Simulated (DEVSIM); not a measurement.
Device: abrupt Ge n-p junction, at 250 K.

```
layer (left to right)  material  thickness (μm)  Nd (cm⁻³)  Na (cm⁻³)  τn (s)  τp (s)
---------------------  --------  --------------  ---------  ---------  ------  ------
1                            Ge           0.210     5.5e16          -  7.7e-5  7.7e-5
2                            Ge            2.30          -     4.5e17  7.7e-5  7.7e-5
```

Left contact: ohmic. Right contact: ohmic. Voltage is applied to the left contact. Recombination: SRH at mid-gap, Auger. Mobility is μmin + (μ − μmin)/(1 + (N/Nref)^α).

The device is made up for the run: typed textbook-type constants, with dimensions and the other settings drawn at random. Values at 300 K; Nc and Nv go as T^1.5, mobilities as T to minus their exponent, the gap by Varshni's rule with the affinity fixed.

| parameter | Ge |
|---|---|
| gap (eV) | 0.664 |
| affinity (eV) | 4 |
| permittivity | 16 |
| Nc (cm⁻³) | 1.04e19 |
| Nv (cm⁻³) | 6e18 |
| μn (cm²/Vs) | 3900 |
| μp (cm²/Vs) | 1900 |
| μn,min | 150 |
| μp,min | 100 |
| Nref,n | 2.6e17 |
| Nref,p | 4e17 |
| αn | 0.56 |
| αp | 0.6 |
| T exponent of μn | 1.66 |
| T exponent of μp | 2.33 |
| Cn (cm⁶/s) | 1e-31 |
| Cp (cm⁶/s) | 1e-31 |
| Varshni α (eV/K) | 0.000477 |
| Varshni β (K) | 235 |

DEVSIM, 1D drift-diffusion, Boltzmann statistics, complete ionisation; no tunnelling, impact ionisation, image-force lowering or self-heating.

Base results: potential step across the device at zero bias (V) 0.526; largest field in the device at zero bias (V/cm) 74000.

**Question.** What follows from this one change: doping Na of layer 2 4.5e+17 → 1.4e+17 cm^-3?

**Answer.** potential step across the device at zero bias 0.526 → 0.501 V; largest field in the device at zero bias 74000 → 64000 V/cm.

**Question.** What follows from this one change: temperature 250 → 500 K?

**Answer.** potential step across the device at zero bias 0.526 → 0.183 V; largest field in the device at zero bias 74000 → 48000 V/cm.
